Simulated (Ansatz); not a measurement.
The parent structure is ZnO in the wurtzite structure (space group P6_3mc, No. 186; a = 3.235 Å, c = 5.211 Å). Axes: x lies along a and z along c of the hexagonal cell.

Structures relaxed with r2SCAN (Ansatz, a program for electronic structure; PAW; 500 eV plane waves; without spin-orbit coupling).

Base:

Simulated powder pattern, Mo Kα, λ = 0.71073 Å (kinematic, ideal powder, no thermal factors, no anomalous dispersion; the 10 strongest lines at most, above 2 %, up to 2θ = 40°):

| 2θ (°) | I/Imax (%) | hkl |
|---|---|---|
| 14.57 | 50 | (100) |
| 15.68 | 39 | (002) |
| 16.56 | 100 | (101) |
| 21.47 | 24 | (102) |
| 25.38 | 39 | (110) |
| 27.86 | 39 | (103) |
| 29.39 | 5.9 | (200) |
| 29.97 | 33 | (112) |
| 30.46 | 17 | (201) |
| 38.04 | 13 | (203) |

After one change:

Simulated powder pattern, Mo Kα, λ = 0.71073 Å (kinematic, ideal powder, no thermal factors, no anomalous dispersion; the 10 strongest lines at most, above 2 %, up to 2θ = 40°):

```tsv
2θ (°)	I/Imax (%)
14.90	47
15.34	38
16.77	100
21.45	23
25.95	36
27.60	42
30.06	5.5
30.29	31
31.06	17
38.25	13
```

**Question.** Name the change that was made.
A) tensor shear ε_xz = +1.96 %
B) uniaxial strain ε_yy = +3.63 %
C) tensor shear ε_xz = −2.23 %
D) biaxial strain −2.17 %, plane normal [001], relaxed out of plane

**Answer.** D, biaxial strain −2.17 %, plane normal [001], relaxed out of plane. Its volume per atom is 11.55 Å³ against 11.81 Å³, and its space group is P6_3mc (No. 186).

No phonon test of stability was made.
